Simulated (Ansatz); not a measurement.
The starting structures come from a database of crystals and need not be the phases stable at ambient conditions.

 Where the default PAW files enter, the runs use the earlier of Ansatz's two default sets.

Inside the gap of an insulator the Bloch states are evanescent, with a wavenumber k + iκ along the transport direction.

Input:

```yaml
crystal:
  lattice:
    - [6.65405, 0.00000, 0.00000]
    - [3.32703, 6.61783, 0.00000]
    - [3.32703, -0.55754, 1.83817]
  atoms:
    - { symbol: Ga, position: [0.83328, 0.50005, 0.50005] }
    - { symbol: Ga, position: [0.66662, 0.00005, 0.00005] }
    - { symbol: P, position: [0.45938, 0.87395, 0.87395] }
    - { symbol: P, position: [0.29272, 0.37395, 0.37395] }
```

Space group of this cell: P6_3mc, wurtzite. The cell is taken as given.

Transport runs along the normal of the first two printed cell vectors, the (111) plane of the conventional cell.

No gap correction and no spin-orbit coupling; mid-gap values are interpolated between computed energies.

Compute, with r2SCAN in Ansatz (an electronic-structure program), the band gap and the smallest decay constant κ at mid-gap.

Gap 1.74 eV on a 16×16×16 mesh; κ = 0.134 1/Å, at the zone centre.
